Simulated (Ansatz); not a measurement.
A self-consistent single point of TlBO₂ (R-3m, 4 atoms in the cell) with Ansatz (a first-principles code).

Method of the run: revPBE, default PAW files made with PBE (plane waves; Ansatz).

```
TlBO2
1.0
    1.51954     0.87731     5.51650
   -1.51954     0.87731     5.51650
    0.00000    -1.75461     5.51650
B Tl O
1 1 2
Direct
  0.00000   0.00000   0.00000
  0.50000   0.50000   0.50000
  0.26670   0.26670   0.26670
  0.73330   0.73330   0.73330
```

Reference input (self-consistent single point, DFT, revPBE, plane waves, default PAW files made with PBE): kpoints.mp_grid.grid = 10 10 10; hamiltonian.xc = revpbe; hamiltonian.pseudopotentials = {kind: paw} (the program's default PAW files); scf.occupations.method = gaussian; scf.occupations.width = 0.2 eV. This run's input differs from it in these lines:

Ansatz 0.2 input:
```diff
@@ -12,3 +12,3 @@
   mp_grid:
-    grid: [10, 10, 10]
+    grid: [7, 7, 7]
 hamiltonian:
@@ -20,3 +20,3 @@
     method: gaussian
-    width: 0.2 eV
+    width: 0.3 eV
 output:
```

Output (repeated stretches shortened):

```
SCF iter   1: F=—  HF=-12742.513520 eV  |F-HF|=—  |Δ(HF+E_count)|=         —  Δρ=1.05e-2  dr2=5.52e-2  ethr=1.77e-3  ⟨swp⟩=5.1  Hψ=3654  notcnv=0
all-band conjugate gradients solve this SCF's bands
preconditioner: auto → Kerker (q_TF=auto, 2.529 Å⁻¹)
SCF iter   2: F=—  HF=-12742.504930 eV  |F-HF|=—  |Δ(HF+E_count)|=   8.59e-3  Δρ=5.12e-3  dr2=1.28e-2  ethr=1.97e-4  ⟨swp⟩=1.0  Hψ=1144  notcnv=0
SCF iter   3: F=—  HF=-12742.503118 eV  |F-HF|=—  |Δ(HF+E_count)|=   1.81e-3  Δρ=8.57e-4  dr2=3.38e-4  ethr=4.58e-5  ⟨swp⟩=1.5  Hψ=845  notcnv=0
SCF iter   4: F=—  HF=-12742.503120 eV  |F-HF|=—  |Δ(HF+E_count)|=   2.03e-6  Δρ=1.79e-4  dr2=2.15e-5  ethr=1.21e-6  ⟨swp⟩=2.3  Hψ=1244  notcnv=0
SCF iter   5: F=—  HF=-12742.503103 eV  |F-HF|=—  |Δ(HF+E_count)|=   1.68e-5  Δρ=5.14e-5  dr2=1.26e-6  ethr=7.69e-8  ⟨swp⟩=2.0  Hψ=1299  notcnv=0
SCF iter   6: F=—  HF=-12742.503104 eV  |F-HF|=—  |Δ(HF+E_count)|=   3.40e-7  Δρ=1.72e-5  dr2=2.10e-7  ethr=3.57e-10  ⟨swp⟩=5.3  Hψ=3580  notcnv=0
SCF iter   7: F=-12742.503104 eV  HF=-12742.503104 eV  |F-HF|=7.29e-9  |Δ(HF+E_count)|=   1.25e-8  Δρ=4.22e-6  dr2=1.73e-8  ethr=3.57e-10  ⟨swp⟩=4.0  Hψ=2738  notcnv=0
SCF 1 converged in 7 iterations: F = -12742.503104 eV  dr2 = 1.73e-8
Free energy (F): -12742.503104 eV
Internal energy: -12742.478502 eV  (E = F + TS)
E sigma→0 (E₀):  -12742.490803 eV
Entropy (-TS):   -0.024601 eV (-6.150 meV/atom)
Fermi energy:    12.034687 eV
--- Forces (eV/Å), atoms counted from 1 ---
  atom   1  B     -0.00000000     0.00000000    -0.00000000
  atom   2  Tl    -0.00000000    -0.00000000     0.00000000
  atom   3  O      0.00000000     0.00000015     4.89683883
  atom   4  O      0.00000000    -0.00000015    -4.89683883
--- Stress (GPa, compression-positive) ---
        3.103833       0.000000      -0.000000
        0.000000       3.103833       0.000001
        0.000000       0.000001      21.532168
  P = ⅓ Tr σ = 9.2466 GPa (92.466 kbar)
  The stress holds the Pulay correction. Without it, at fixed plane waves, as pw.x and ABINIT print it: P = 8.7346 GPa
```

The run converged in 7 iterations. Against the reference run the free energy goes down by 1.4 meV/atom, the pressure hardly changes (9.26 to 9.25 GPa) and the largest force goes from 4.931 to 4.897 eV/Å.

The starting cell was generated: these elements placed on a structure prototype, without a prior relaxation; it need not be a known phase or ordering of this composition. Its lattice was rescaled by a random factor within 2.5 % of one. With a pressure of about 9 GPa the cell is away from its equilibrium volume at this level. Forces in this geometry exceed 1 eV/Å. Ansatz's pressure includes its estimate of the finite-basis (Pulay) stress. Without the estimate this run gives 8.73 GPa. The run gives no clean gap (levels at the Fermi energy touch, overlap or are partly filled at this smearing), which alone does not show that the compound is a metal.
